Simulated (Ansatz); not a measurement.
**Ni on the 1x1 (101) surface of tetragonal HfO2 (a metastable polymorph) (cut with top plane O), one in a 2x1 cell, started at the site 'top Hf'**

Host crystal: tetragonal HfO2, with a band gap (PBE, scalar-relativistic without spin-orbit coupling).

All values below come from PBE (plane waves to 420 eV, PAW; Ansatz, an electronic-structure program).

Set-up: 37 atoms, 7.6 Å thick at the start under the adsorbate (thin: gaps and levels are the slab's own); mesh 3x3x1; 0.01 eV smearing; dipole correction on; 16 atoms held, the rest relaxed; start symmetry kept, larger cells not searched; spin-polarised, no spin-orbit, no U, no dispersion correction. The starting moment vanished. At the end it is bonded to 3 Hf + O. In PBE this state lies 0.57 eV over the lowest of the starts that converged ('over Hf at depth 1.0 Å').

The energy of the end state, in which the adsorbate broke or entered a bond of the host, against an atom of fcc Ni, ferromagnetic is 2.80 eV. The change of the step from the bottom to the top vacuum level, against the clean slab comes out as -0.53 eV and the energy released by relaxation comes out as 1.57 eV. The height of the binding atom over the mean of the host atoms within 0.3 Å of the top one is 0.912 Å and the magnetic moment of the cell comes out as 0.00 μB. The largest move of a host atom is 0.84 Å and the note is in the relaxation the adsorbate left its starting site by 1.2 Å.

A negative adsorption energy means that the adsorbate is more stable on the surface than in its reference.
